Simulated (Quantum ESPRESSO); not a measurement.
How a calculation on MgAl3 (P6_3/mmc, 8 atoms in the cell) responds to its settings

MgAl3 is taken in the hexagonal space group P6₃/mmc (No. 194), Pearson symbol hP8. Cell: a = 5.8487 Å, b = 5.8487 Å, c = 4.6663 Å, α = 90.00°, β = 90.00°, γ = 120.00°. Mg on 2d is coordinated by 12 Al at 2.913–2.925 Å (anticuboctahedral). Al on 6h sees 6 Al at 2.828–2.848 Å and 2 Al at 3.021 Å and 4 Mg at 2.913–2.925 Å (anticuboctahedral). (Neighbours: up to the widest gap in distance over summed covalent radii, below 1.35, at either atom.)

Base run A: LDA (PZ), GBRV 1.5 ultrasoft (LDA) pseudopotentials (Quantum ESPRESSO), self-consistent single point.

Its settings: ecutwfc = 40 Ry; ecutrho = 200 Ry; occupations = smearing; smearing = cold; degauss = 0.019992 Ry; potentials = {Mg: mg_lda_v1.4.uspp.F.UPF, Al: al_lda_v1.uspp.F.UPF}; K_POINTS = automatic 5 5 6 0 0 0; conv_thr = 1e-09 Ry.

The starting cell comes from a database of computed structures (which also holds hypothetical and non-ambient phases and stackings), without a prior relaxation at this level.

ΔF is the free energy per atom less that of run A. 

```
run  mixing_beta  ΔF (meV/atom)  pressure (GPa)  largest force (eV/Å)  iterations
---  -----------  -------------  --------------  --------------------  ----------
A        default           0.00           -0.79                 0.094           9
B           0.05           0.00           -0.79                 0.094          23
C            0.1           0.00           -0.79                 0.095          15
D            0.2           0.00           -0.79                 0.094          13
E            0.3           0.00           -0.79                 0.094          10
F            0.4           0.00           -0.79                 0.094           9
G            0.5           0.00           -0.79                 0.094          11
H            0.6           0.00           -0.79                 0.094          10
I            0.8           0.00           -0.79                 0.094           9
J            0.9           0.00           -0.79                 0.094           8
```

Runs B, C, D, E, F, G, H, I, J gave the same state as A (within 1 meV/atom). The fewest iterations to that state were 8 (J); the most were 23.
